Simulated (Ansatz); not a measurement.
Structures of equal composition on the (111) surface of fcc Rh: one row in 4 of the top plane missing; p(2x2), one Rh site of the top plane empty. The slabs share one bottom face, and each structure is named by its start. These are constructed structures in small cells; real faces may alloy, dewet or reconstruct in larger ones, and not all known structures of the face are among them. Slabs of about 11 Å, Fermi-Dirac smearing of 0.1 eV. Bottom of the slabs: a bare face, its two planes held. Relaxed from the named starts with such symmetry as they have, on meshes of like density; energies extrapolated to zero smearing; spin only where a row says so; no spin-orbit coupling, no U. Brackets mark spin-polarised runs, whose order is one that fits the cell. The cells differ, so small differences also carry the error of unlike k-meshes.

All values below come from PBE (plane waves to 420 eV, PAW; Ansatz, a program for electronic structure).

Put the candidates in order of energy per 1x1 cell, lowest first, for PBE.

one row in 4 of the top plane missing (0.00 eV), p(2x2), one Rh site of the top plane empty (0.11 eV)
